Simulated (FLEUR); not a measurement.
FLEUR run on MgAl₂C₂ (P-3m1, 5 atoms in the cell): self-consistent single point.

Computed with FLEUR with PBEsol, all-electron FLAPW (FLEUR), scalar-relativistic valence.

```
CELL_PARAMETERS angstrom
      3.34691     0.00000     0.00000
     -1.67345     2.89851     0.00000
      0.00000     0.00000     5.74859
ATOMIC_POSITIONS crystal
  Mg 0.00000 0.00000 0.00000
  Al 0.66667 0.33333 0.35001
  Al 0.33333 0.66667 0.64999
  C  0.33333 0.66667 0.27008
  C  0.66667 0.33333 0.72992
```

Reference input (self-consistent single point, DFT, PBEsol, all-electron FLAPW (FLEUR), scalar-relativistic valence): Kmax = 4.3 1/bohr; GmaxXC = 12.9 1/bohr; xcFunctional = PBEs; jspins = 1; l_soc = F; mode = hist; fermiSmearingEnergy = 0.0001 Htr; mesh (inpgen div1-3) = 8 8 4; inpgen gamma flag = true; Gmax = 12.9 1/bohr; numbands = 0; maxIterBroyd = 99. This run's input differs from it in these lines:

```diff
@@ -18,3 +18,3 @@
 &exco xctyp='PBEs' /
-&kpt div1=8 div2=8 div3=4 gamma=t /
+&kpt div1=6 div2=6 div3=3 gamma=t /
 &end /
```

Output, abridged:

```
 Iteration:     1   Distance:      20.15559211 me/bohr^3
 Iteration:     2   Distance:      17.68239372 me/bohr^3
 Iteration:     3   Distance:       6.59806286 me/bohr^3
 Iteration:     4   Distance:       4.36542003 me/bohr^3
 Iteration:     5   Distance:       0.80380392 me/bohr^3
   [... 7 lines left out ...]
 Iteration:    13   Distance:       0.00034564 me/bohr^3
 Iteration:    14   Distance:       0.00022038 me/bohr^3
 Iteration:    15   Distance:       0.00003951 me/bohr^3
 Iteration:    16   Distance:       0.00000312 me/bohr^3
 Reset of history
 Run finished successfully
 Stop message:
   Structural relaxation: new displacements generated

[file out, last iteration]
             iter=     17
[...]
          total density-effective poten   -1.1588060535E+03
          total charge density-energy d   -6.2956365667E+01
 Updated energy parameters for spin:           1
[...]
 fermi energy and band-weighting factors:
    0.537670    0.583201    0.583201

[...]
FERMIE:
          first approx. to ef    (T=0)  :   0.284405 htr   (energy of the highest occ. eigenvalue)
          number of occ. states  (T=0)  :        204
          first approx. to seigv (T=0)  : -10.813080 htr
          sum of weights of occ. states :  12.000000
          sum of semicore charge        :   0.000000 e
FERHIS:  Fermi-Energy by histogram:
          bandgap                     :   0.064820 htr
   [... lines left out ...]
          charge neutrality (T=0)     :   0.000000    (zero if the highest occ. eigenvalue is "entirely" occupied)
 Direct bandgap for spin            1 :   0.11117664246456099       Htr
 ---->    free energy=                      -760.5015437467 htr
   [... lines left out ...]
 TOTAL FORCE FOR ATOM TYPE=  1  X=  0.000   Y=  0.000   Z=  0.000
                       FX_TOT= 0.000000 FY_TOT= 0.000000 FZ_TOT= 0.000000
 TOTAL FORCE FOR ATOM TYPE=  2  X= -3.162   Y=  1.826   Z=  3.802
                       FX_TOT= 0.000000 FY_TOT= 0.000000 FZ_TOT= 0.000021
 TOTAL FORCE FOR ATOM TYPE=  3  X=  3.162   Y= -1.826   Z=  2.934
                       FX_TOT= 0.000000 FY_TOT= 0.000000 FZ_TOT=-0.003098
```

The run converged in 16 iterations. FLEUR gives forces in its relaxation mode, with a further iteration, so its stop message speaks of a relaxation. Against the reference run the free energy goes up by 2.4 meV/atom and the gap on the mesh goes from 1.808 to 1.764 eV.

The starting cell comes from a database of computed structures (which also holds hypothetical and non-ambient phases and stackings), without a prior relaxation at this level. Its lattice was rescaled by a random factor within 2.5 % of one. Values depend on the basis (sphere radii, cutoffs, local orbitals), which need not be converged.

Cost on one core of a shared machine: roughly 50 s.
